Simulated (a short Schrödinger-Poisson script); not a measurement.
Solved with a short Schrödinger-Poisson script written for these runs: 1D Poisson equation in equilibrium, electrons quantum, Hartree plus LDA exchange-correlation (BenDaniel-Duke, 40 states a valley, the channel's in-plane mass for all, wave functions free to enter the barrier), parabolic valleys, classical holes, full ionisation, no traps, pinning or gate leakage.

Stack: gated Al0.2Ga0.8As/GaAs δ-doped gas in a quantum well, at 77 K.

From the gate side: 30 nm Al0.2Ga0.8As; 2 nm Al0.2Ga0.8As; 10 nm GaAs; 4000 nm Al0.2Ga0.8As, acceptors 6e14 cm⁻³.

The device is made up for the run: typed textbook-type constants, with dimensions and the other settings drawn at random. Al0.2Ga0.8As: permittivity 12.33, conduction-band edge (eV) 0.158, gap (eV) 1.673, electron mass (mₑ) 0.0836, Nv at 300 K (cm⁻³) 9e18. GaAs: permittivity 12.9, conduction-band edge (eV) 0, gap (eV) 1.424, Nv at 300 K (cm⁻³) 9e18.

Channel valleys (confinement mass, in-plane density-of-states mass, number): Γ 0.067, 0.067, 1. At the gate the conduction-band edge of layer 1 lies 0.91 eV − eVg above the Fermi level of the channel; the field vanishes at the back. Sheet of ionised δ-doping: +1.5e12 e/cm² at 30 nm from the gate. The barrier under the gate holds no holes. Gaps are held at their typed values at every temperature. Mesh 0.08 nm at interfaces.

### Question
Give the gate voltage at 1e11 electrons/cm² (V); the capacitance at Vg = 0.5 V (μF/cm²); the sheet density of all electrons at Vg = 0.5 V (cm⁻²).

### Answer
gate voltage at 1e11 electrons/cm² (V): 0.23; capacitance at Vg = 0.5 V (μF/cm²): 0.302; sheet density of all electrons at Vg = 0.5 V (cm⁻²): 6.13e11.
